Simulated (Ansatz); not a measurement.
Tunnelling through a barrier is set by its complex band structure: the current falls as exp(−2κd) with the smallest κ.

Consider the following.

```yaml
crystal:
  lattice:
    - [2.55394, 0.00000, 0.00000]
    - [-1.27697, 2.21178, 0.00000]
    - [0.00000, 0.00000, 4.22685]
  atoms:
    - { symbol: B, position: [0.66667, 0.33333, 0.99972] }
    - { symbol: B, position: [0.33333, 0.66667, 0.49972] }
    - { symbol: N, position: [0.66667, 0.33333, 0.62528] }
    - { symbol: N, position: [0.33333, 0.66667, 0.12528] }
```

Space group of this cell: P6_3mc, wurtzite. The cell is taken as given; by r2SCAN its mean pressure is -4.7 GPa.

Transport runs along the normal of the first two printed cell vectors, the (001) plane of the conventional cell.

No gap correction and no spin-orbit coupling; mid-gap values are interpolated between computed energies.

Q: State the band gap and the smallest decay constant κ at mid-gap according to Ansatz (a first-principles code) with r2SCAN.

A: Gap 5.75 eV on a 18×18×8 mesh; κ = 0.367 1/Å, at the zone centre.
